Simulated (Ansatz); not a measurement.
System: CuI (Cmcm, No. 63, 4 atoms in the cell; start mp-1007922; another space group than a measured phase of this formula). Method: r²SCAN+rVV10 (plane waves, PAW; Ansatz, an electronic-structure program).

Settings: plane-wave cutoff 560 eV, 6×6×8 k mesh (along the axes of the cell as run), Fermi–Dirac smearing 0.01 eV, no spin polarisation, scalar-relativistic PAW data made under PBE.

Cell (relaxed at this level):

```
CELL_PARAMETERS angstrom
      3.51450    -3.59677     0.00000
      3.51450     3.59677     0.00000
      0.00000     0.00000     4.31859
ATOMIC_POSITIONS crystal
  Cu 0.41687 0.58313 0.75000
  Cu 0.58313 0.41687 0.25000
  I  0.77760 0.22240 0.75000
  I  0.22240 0.77760 0.25000
```

### Question
Estimate the band gap that the calculation returns.

### Answer

band gap: 1.31 eV

Spin–orbit coupling is not included; with these elements it can move the gap by several tenths of an eV or more.

Cost on a shared machine: about 90 core-seconds (a rough figure).

A start named mp-… is a Materials Project structure, which need not be a measured phase.
